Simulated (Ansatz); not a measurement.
S_Cu in fcc Cu (start: the Cu site; 32-site cell, 6×6×6 shifted sampling), impurity bounded by its compound with the host (Δμ(Cu) = 0.00 eV, Δμ(S) = -0.41 eV, bounded by CuS (Cmcm); only phases computed here count, gases as isolated molecules at 0 K). Level of theory: PBE, PAW (plane waves to 420 eV; Ansatz, an electronic-structure program). In charge state 0 (not spin-polarised) the formation energy is 1.10 eV. The crystal has 8.36 × 10^22 Cu sites per cm³.

Task: Estimate the equilibrium concentration at 1100 K in the dilute limit, leaving out vibrational entropy and degeneracy.

Result: kT = 0.0948 eV; c = N exp(−E_f / kT) = 8.36 × 10^22 × exp(−11.6) ≈ 8 × 10^17 cm^-3. An error of 0.2 eV in E_f moves this by a factor of 8.
